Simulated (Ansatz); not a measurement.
Consider NaF in the rock salt structure (space group Fm-3m, No. 225; a = 4.701 Å).

Method: PBE (Ansatz, a program for electronic structure, PAW, spin-orbit coupling left out).

For the base:

The width of the top valence band is 0.53 eV, the pressure comes out as 0.00 GPa and the electron mass is 0.56 mₑ (at Γ).

Modification: every lattice vector is stretched by 1.00 %, atoms relaxed at fixed cell.

Estimate the effect on the width of the top valence band, pressure, mean gap deformation potential ΔEg/Δln V and electron mass.

The width of the top valence band drops by 0.02 eV (0.53 eV → 0.51 eV); the pressure goes from zero to -1.25 GPa; the mean gap deformation potential ΔEg/Δln V comes out as -5.1 eV; the electron mass goes from 0.56 mₑ (at Γ) to 0.57 mₑ (at Γ).

The cells carry an imposed strain or load. Effective masses come from finite differences of ±0.01 Å⁻¹. No phonon test of stability was made.
